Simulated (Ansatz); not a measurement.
Take TlBr in the zinc blende structure (space group F-43m, No. 216; a = 7.3107 Å; a hypothetical phase, not in the database extracts checked) as the base.

It is then changed as follows: every Tl is replaced by B; the structure is relaxed again.

Levels (all Ansatz, a quantum-chemistry and plane-wave program, PAW, earlier PAW set): PBEsol (420 eV, scalar-relativistic without spin-orbit coupling); HSE06 (420 eV, no spin-orbit coupling); PBEsol+SOC (420 eV, with spin-orbit coupling); HSE06+SOC (420 eV, with spin-orbit coupling).

At the geometry relaxed with PBEsol, these levels gave the following band gaps, in shuffled order: (a) 0.30 eV, (b) 0.43 eV, (c) 1.15 eV, (d) 1.30 eV.

Task: Match each gap to its level.

Result: (a) PBEsol+SOC; (b) PBEsol; (c) HSE06+SOC; (d) HSE06.

Single points use the geometry relaxed with PBEsol. HSE06 gaps are upper bounds (no full band path). Differences between runs with and without spin-orbit coupling are approximate. No phonon test of stability was made. As relaxed here, BBr is a hypothetical phase, not in the database extracts checked.
